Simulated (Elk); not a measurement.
A self-consistent single point of YMg2 (P6_3/mmc, 6 atoms in the cell) with Elk.

Method of the run: Elk 10.2.4 with PBEsol, all-electron FP-LAPW, Elk's shipped species files, APW+lo basis with extra local orbitals.

```
YMg2
1.0
    3.33219     0.00000     0.00000
   -1.66610     2.88576     0.00000
    0.00000     0.00000    16.70916
Y Mg
2 4
Direct
  0.33333   0.66667   0.25000
  0.66667   0.33333   0.75000
  0.66667   0.33333   0.42109
  0.33333   0.66667   0.57891
  0.33333   0.66667   0.92109
  0.66667   0.33333   0.07891
```

Reference input (self-consistent single point, DFT, LDA (PW92), all-electron FP-LAPW, Elk's shipped species files, APW+lo basis with extra local orbitals): xctype = 3; rgkmax = 8; stype = 3; swidth = 0.00367493 Ha; ngridk = 8 8 2; tforce = true; gmaxvr = 18 1/bohr; lmaxapw = 10; lmaxo = 8; nxlo = 2; lorbcnd = true; lradstp = 2. This run's input differs from it in these lines:

```diff
@@ -4,3 +4,3 @@
 xctype
-  3
+  22
```

Output (repeated stretches shortened):

```
│ Self-consistent loop started │
│ Loop number : 1 │
 total energy                :     -7596.23606367
│ Loop number : 2 │
 total energy                :     -7593.94087619
RMS change in Kohn-Sham potential (target) :   0.4639177598     (  0.1000000000E-05)
Absolute change in total energy (target)   :    2.295187482     (  0.1000000000E-03)
│ Loop number : 3 │
 total energy                :     -7596.57770336
RMS change in Kohn-Sham potential (target) :   0.4678159443     (  0.1000000000E-05)
Absolute change in total energy (target)   :    2.063030295     (  0.1000000000E-03)
│ Loop number : 4 │
   [... lines left out ...]
Absolute change in total energy (target)   :   0.2075662333E-03 (  0.1000000000E-03)
│ Loop number : 16 │
 total energy                :     -7567.14289009
RMS change in Kohn-Sham potential (target) :   0.2498851492E-06 (  0.1000000000E-05)
Absolute change in total energy (target)   :   0.1344134962E-03 (  0.1000000000E-03)
│ Loop number : 17 │
 total energy                :     -7567.14291199
RMS change in Kohn-Sham potential (target) :   0.7742346139E-07 (  0.1000000000E-05)
Absolute change in total energy (target)   :   0.5550390506E-04 (  0.1000000000E-03)
Convergence targets achieved

│ Loop number : 18 │

Energies :
 Fermi                       :     0.171089228148
 total energy                :     -7567.14291874

Density of states at Fermi energy :    185.8371049
 (states/Hartree/unit cell)

Estimated indirect band gap :   0.4723937508E-03
 from k-point      8 to k-point      5
Estimated direct band gap   :   0.3337651991E-02
 at k-point      9

Charges :
 core                        :    64.00000000
 valence                     :    62.00000000
 interstitial                :    10.46768157
 muffin-tins (core leakage)
  species :    1 (Y)
   atom    1                 :    36.86823695     (  0.9052305987E-05)
   atom    2                 :    36.86823695     (  0.9052305987E-05)
  species :    2 (Mg)
   atom    1                 :    10.44896113     (   0.000000000    )
   [... lines left out ...]
   total force               :    -0.00000000   -0.00000000    0.00006004
   total magnitude           :     0.00006004
  atom :    4
   Hellmann-Feynman          :    -0.00000000   -0.00000000    0.02603388
   IBS                       :     0.00000000    0.00000000   -0.02609392
   total force               :     0.00000000   -0.00000000   -0.00006004
   total magnitude           :     0.00006004
```

The run converged in 18 iterations. The count includes the last loop, which Elk runs after its targets are met. 

The starting cell comes from a database of computed structures (which also holds hypothetical and non-ambient phases and stackings), without a prior relaxation at this level. Values depend on the basis (sphere radii, cutoffs, local orbitals), which need not be converged. The log's line on a gap gives a spacing of levels on this mesh, which the program prints for metals too.

Cost on one core of a shared machine: roughly 6 min.
